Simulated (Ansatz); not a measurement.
**HgSe, pressure series**

Consider HgSe in the zinc blende structure (space group F-43m, No. 216; a = 6.1332 Å).

Cell and atoms are relaxed at each pressure.

Calculations: Kohn–Sham DFT with the PBEsol functional, run in Ansatz (an electronic-structure program) with PAW and 420 eV plane waves, scalar-relativistic without spin-orbit coupling, earlier PAW set.

Notes on the quantities. enthalpy: H = E + PV relative to the base's energy.

```csv
case,volume per atom,enthalpy
base,28.84 Å³,–
pressure −2 GPa,30.12 Å³,-0.37 eV/atom
pressure −1 GPa,29.44 Å³,-0.18 eV/atom
pressure 0.9 GPa,28.36 Å³,+0.16 eV/atom
pressure 2.1 GPa,27.79 Å³,+0.37 eV/atom
pressure 4.5 GPa,26.82 Å³,+0.78 eV/atom
pressure 9 GPa,25.40 Å³,+1.51 eV/atom
pressure 15 GPa,24.00 Å³,+2.44 eV/atom
pressure 22.5 GPa,…,+3.53 eV/atom
pressure 30 GPa,21.68 Å³,+4.56 eV/atom
```

Problem. Complete the table.

Solution. 
- pressure 22.5 GPa, volume per atom: 22.70 Å³

A case with no gap was solved on a k-mesh chosen for an insulator, which is coarse for it. Load acts through the strain it causes; cell and atoms are relaxed under it. Stability against distortions was not tested. Tetrahedral semiconductors of this kind turn to denser phases somewhere between about 1 and 50 GPa; those were not computed, so compressed cells here can lie past the real transition. All final runs are without spin polarisation.
